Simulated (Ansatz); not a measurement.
# Lattice constant a of CuI₂ (P4/mmm, No. 123, 3 atoms in the cell; start mp-1147667) at several levels of theory

No measured value is used here.

```tsv
level (code)	value (Å)
PBE (Ansatz)	5.236
PBEsol (Ansatz)	5.136
PBE-D3(BJ) (Ansatz)	5.185
r²SCAN (Ansatz)	5.206
r²SCAN+rVV10 (Ansatz)	5.180
```

The crystal itself was run without spin with PBE, PBEsol, PBE-D3(BJ), r²SCAN, r²SCAN+rVV10; a magnetic state was not tried in these runs. PBE, PBEsol, PBE-D3(BJ), r²SCAN, r²SCAN+rVV10: the run has no spin polarisation, so it can have missed a magnetic state. PBE, PBEsol, PBE-D3(BJ), r²SCAN, r²SCAN+rVV10: the relaxation could not lower the start's symmetry, so the cell can be a saddle point above a distorted one. Cutoffs differ between the levels. Ansatz's density-functional and Hartree–Fock values are scalar-relativistic unless marked +SOC, with PAW data made under PBE.

A start named mp-… is a Materials Project structure, which need not be a measured phase.

Ansatz is a first-principles code.
